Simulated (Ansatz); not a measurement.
# SiO2, pressure series

Consider SiO₂ (space group Imma, No. 74; a = 5.265 Å, b = 9.580 Å, c = 8.920 Å; a cell from a computed database, its experimental status unchecked).

Cell and atoms are relaxed at each pressure.

Calculations: Ansatz (a quantum-chemistry and plane-wave program) PBEsol, spin-orbit coupling left out, earlier PAW set.

Notes on the quantities. enthalpy: H = E + PV relative to the base's energy.

```json
[
 {"variant": "base", "band gap": "5.50 eV", "enthalpy": "–", "volume per atom": "18.75 Å³"},
 {"variant": "pressure −2 GPa", "band gap": "5.47 eV", "enthalpy": "-0.24 eV/atom", "volume per atom": "19.37 Å³"},
 {"variant": "pressure −1 GPa", "band gap": "5.50 eV", "enthalpy": "-0.12 eV/atom", "volume per atom": "19.15 Å³"},
 {"variant": "pressure 0.3 GPa", "band gap": "5.49 eV", "enthalpy": "+0.03 eV/atom", "volume per atom": "18.41 Å³"},
 {"variant": "pressure 0.7 GPa", "band gap": "5.49 eV", "enthalpy": "+0.08 eV/atom", "volume per atom": "17.49 Å³"},
 {"variant": "pressure 3 GPa", "band gap": "5.51 eV", "enthalpy": "+0.30 eV/atom", "volume per atom": "14.77 Å³"},
 {"variant": "pressure 7.5 GPa", "band gap": "5.54 eV", "enthalpy": "+0.70 eV/atom", "volume per atom": "13.72 Å³"}
]
```

Load acts through the strain it causes; cell and atoms are relaxed under it. Stability against distortions was not tested. No other phases were tried under pressure.
